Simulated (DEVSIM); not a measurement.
Structure: Cr/La2O3/p-In0.53Ga0.47As capacitor, at 300 K.

```
layer (left to right)        material  thickness (nm)  Na (cm⁻³)
---------------------  --------------  --------------  ---------
1                               La2O3            6.90          -
2                      In0.53Ga0.47As            1100     2.8e17
```

Metal gate on the left, work function 4.5 eV. Fixed charge at the semiconductor interface 2.3e12 cm⁻² (in units of +e); no interface traps.

Constants are typed, rounded textbook-type inputs, not results; the design itself was drawn at random and stands for no fabricated device. Values at 300 K.

```tsv
parameter	La2O3	In0.53Ga0.47As
gap (eV)	5.8	0.74
affinity (eV)	1.8	4.51
permittivity	27	13.9
Nc (cm⁻³)	-	2.1e17
Nv (cm⁻³)	-	7.7e18
```

DEVSIM, 1D Poisson equation in equilibrium, Boltzmann statistics, complete ionisation; no quantum confinement or tunnelling. Metal contacts follow the ideal Schottky-Mott rule: no Fermi-level pinning, no interface dipoles.

Task: Give the band bending (positive: bands bend down) and minority sheet density.

Result: 
| Vg (V) | ψs (V) | minority carriers (cm⁻²) |
|---|---|---|
| -0.9 | -0.073 | < 1e8 |
| -0.75 | 0.015 | < 1e8 |
| -0.6 | 0.139 | < 1e8 |
| -0.45 | 0.273 | < 1e8 |
| -0.3 | 0.411 | < 1e8 |
| -0.15 | 0.551 | 5.3e8 |
